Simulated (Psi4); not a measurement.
Psi4 1.11, B3LYP/def2-svpd: V(S)(Cl)3 ([S]=[V]([Cl])([Cl])[Cl]), 5 atoms. The geometry is a generated start, not checked to be a minimum at this level.

| Item | Value |
|---|---|
| task | energy |
| method | b3lyp |
| basis | def2-svpd |
| memory | 3 GB |
| maxiter | 100 |
| keys of the molecule block | symmetry c1 |
| scf_type | df (default) |
| e_convergence | 1e-06 (default) |
| d_convergence | 1e-06 (default) |
| dft_radial_points | 75 (default) |
| dft_spherical_points | 302 (default) |
| basis functions | 142 |
| grid points | 108780 |

```xyz
5

V     -0.0268    -0.0236     0.0312
S      1.1655     0.9797    -1.2759
Cl     1.1676    -0.8971     1.3884
Cl    -1.0584    -1.3839    -1.0258
Cl    -1.2479     1.3248     0.8821
```

Charge 0 and multiplicity 1 are set for this test and not shown to be the ground state.

With the defaults (diis = true, scf_initial_accelerator = adiis, damping_percentage = 0, soscf = false, soscf_start_convergence = 0.01, guess = auto, which took SAD, level_shift = 0, level_shift_cutoff = 0.01, diis_max_vecs = 10) it converges in 11 SCF iterations. One run each on 2 threads, with these changes:
- soscf = true, soscf_start_convergence = 0.001
- diis_max_vecs = 6
- guess = modhuckel
- diis = false, scf_initial_accelerator = none, damping_percentage = 60
- scf_initial_accelerator = ediis
- level_shift = 0.5, level_shift_cutoff = 0.001
- soscf = true, soscf_start_convergence = 0.1
- guess = sadno
- damping_percentage = 20

Which of these changes keep the SCF from converging, or lead it to another solution?

No convergence: diis = false, scf_initial_accelerator = none, damping_percentage = 60 (the run ends without SCF convergence in 100 iterations). The rest reach the solution of the defaults.

```
setting                                                                SCF iterations  JK calls             end
---------------------------------------------------------------------  --------------  --------  --------------
soscf = true, soscf_start_convergence = 0.1                                         7        28   same solution
soscf = true, soscf_start_convergence = 0.001                                       9        20   same solution
the defaults                                                                       11        12   same solution
scf_initial_accelerator = ediis                                                    11        12   same solution
diis_max_vecs = 6                                                                  11        12   same solution
level_shift = 0.5, level_shift_cutoff = 0.001                                      12        13   same solution
guess = modhuckel                                                                  13        33   same solution
guess = sadno                                                                      14        14   same solution
damping_percentage = 20                                                            27        28   same solution
diis = false, scf_initial_accelerator = none, damping_percentage = 60             100       101  no convergence
```

An SOSCF iteration holds several JK calls; a Hückel guess adds calls on atoms. 1 further run of the study ended by our limits or in an error and is left out.
